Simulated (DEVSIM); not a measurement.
System: Cr/SiO2/n-Si capacitor, at 300 K.

```tsv
layer (left to right)	material	thickness (nm)	Nd (cm⁻³)
1	SiO2	1.30	-
2	Si	650	7.9e17
```

Metal gate on the left, work function 4.5 eV. Fixed charge at the semiconductor interface -4.9e10 cm⁻² (in units of +e); interface traps 3.5e10 cm⁻² eV⁻¹, uniform in energy, neutral level at 0.3 of the gap above the valence band.

This is a model device: material constants are rounded textbook-type values typed into the input, and sizes, dopings and lifetimes were drawn at random. Values at 300 K.

| parameter | SiO2 | Si |
|---|---|---|
| gap (eV) | 9 | 1.124 |
| affinity (eV) | 0.9 | 4.05 |
| permittivity | 3.9 | 11.7 |
| Nc (cm⁻³) | - | 2.86e19 |
| Nv (cm⁻³) | - | 3.1e19 |

Model (solved in DEVSIM): 1D Poisson equation in equilibrium, Boltzmann statistics, complete ionisation; no quantum confinement or tunnelling. Metal contacts follow the ideal Schottky-Mott rule: no Fermi-level pinning, no interface dipoles.

**Question.** Tabulate band edges, carrier densities and field at -0.5 V on the gate.

**Answer.** Energies count from the Fermi level of the right contact; mesh points crowd at the junctions.

```csv
x (μm),Ec (eV),Ev (eV),n (cm⁻³),p (cm⁻³),field (V/cm)
0.000,4.100,-4.900,< 1e2,< 1e2,-1200000
0.0005173,4.038,-4.962,< 1e2,< 1e2,-1200000
0.0009276,3.989,-5.011,< 1e2,< 1e2,-1200000
0.001514,0.787,-0.337,1700000,6.7e13,-400000
0.003034,0.727,-0.397,1.8e7,6.6e12,-390000
0.005282,0.643,-0.481,4.5e8,2.6e11,-360000
0.008972,0.519,-0.605,5.4e10,2.2e9,-310000
0.01871,0.272,-0.852,7.6e14,150000,-190000
0.03203,0.118,-1.006,3.0e17,390,-48000
0.05677,0.093,-1.031,7.9e17,150,-310
0.09737,0.093,-1.031,7.9e17,150,≈ 0
0.2046,0.093,-1.031,7.9e17,150,≈ 0
0.3577,0.093,-1.031,7.9e17,150,≈ 0
0.4808,0.093,-1.031,7.9e17,150,≈ 0
0.5708,0.093,-1.031,7.9e17,150,≈ 0
0.6049,0.093,-1.031,7.9e17,150,≈ 0
0.6257,0.093,-1.031,7.9e17,150,≈ 0
0.6369,0.093,-1.031,7.9e17,150,≈ 0
0.6450,0.093,-1.031,7.9e17,150,≈ 0
0.6483,0.093,-1.031,7.9e17,150,≈ 0
0.6500,0.093,-1.031,7.9e17,150,≈ 0
0.6513,0.093,-1.031,7.9e17,150,≈ 0
```
